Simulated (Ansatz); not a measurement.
# NaF in the rock salt structure (space group Fm-3m, No. 225)

```cif
data_F4Na4
_chemical_formula_sum 'F4 Na4'
_space_group_name_H-M_alt 'Fm-3m'
_space_group_IT_number 225
_space_group_name_Hall '-F 4 2 3'
_cell_length_a 4.62930
_cell_length_b 4.62930
_cell_length_c 4.62930
_cell_angle_alpha 90.000
_cell_angle_beta 90.000
_cell_angle_gamma 90.000
loop_
_atom_site_label
_atom_site_type_symbol
_atom_site_symmetry_multiplicity
_atom_site_Wyckoff_symbol
_atom_site_fract_x
_atom_site_fract_y
_atom_site_fract_z
_atom_site_occupancy
F1 F 4 a 0.00000 0.00000 0.00000 1
Na1 Na 4 b 0.50000 0.50000 0.50000 1
```
(The calculation used a cell of 2 atoms; values per cell refer to that cell.)

Level of theory: PBEsol (Ansatz, a quantum-chemistry and plane-wave program, PAW, without spin-orbit coupling). Γ-centred 12×12×12 mesh, Fermi–Dirac width 0.05 eV.

- Volume per atom: 12.40 Å³
- Density: 2.81 g/cm³
- Band gap: 6.20 eV, direct at Γ
- Electron mass: 0.56 mₑ
- Lowest conduction-band minima above the VBM: Γ 6.20 eV
- Total energy: -1139.461 eV/atom (σ→0; compares only within this code and set-up)

Masses are band curvatures over ±0.01 Å⁻¹ around the edge. Gaps are Kohn–Sham eigenvalue differences; semilocal functionals usually give less than the measured gap. Stability against distortions was not tested.
